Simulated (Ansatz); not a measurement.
The starting structures come from a database of crystals and need not be the phases stable at ambient conditions.

Inside the gap of an insulator the Bloch states are evanescent, with a wavenumber k + iκ along the transport direction.

Given:

```
MoTl2O4
1.0
    6.39916     0.00000     0.00000
   -3.19958    10.07598     0.10078
    3.19958     3.00143     4.65868
Tl Mo O
4 2 8
Direct
  0.01667   0.68334   0.64999
  0.98333   0.31666   0.35001
  0.50000   0.50000   0.50000
  0.00000   0.00000   0.00000
  0.47428   0.80761   0.85906
  0.52572   0.19239   0.14094
  0.90039   0.26539   0.91711
  0.09961   0.73461   0.08289
  0.44789   0.26539   0.36961
  0.55211   0.73461   0.63039
  0.44789   0.26539   0.91711
  0.55211   0.73461   0.08289
  0.68546   0.01879   0.64788
  0.31454   0.98121   0.35212
```

Space group of this cell: P-3m1. The cell was relaxed by PBE-D3(BJ); by r2SCAN its mean pressure is -2.7 GPa.

Transport runs along the normal of the first two printed cell vectors, the (101) plane of the conventional cell.

The gap is the functional's own, uncorrected, and κ follows it; spin-orbit coupling is left out. Mid-gap values are interpolated between the computed energies.

Problem. Predict the band gap and the smallest decay constant κ at mid-gap from r2SCAN in Ansatz (a first-principles code).

Solution. Gap 3.60 eV on a 8×8×8 mesh; κ = 0.374 1/Å, at (0.000, 0.500) of the in-plane reciprocal vectors. At the zone centre, at the nearest computed energy, the slowest state has κ = 0.40 1/Å.
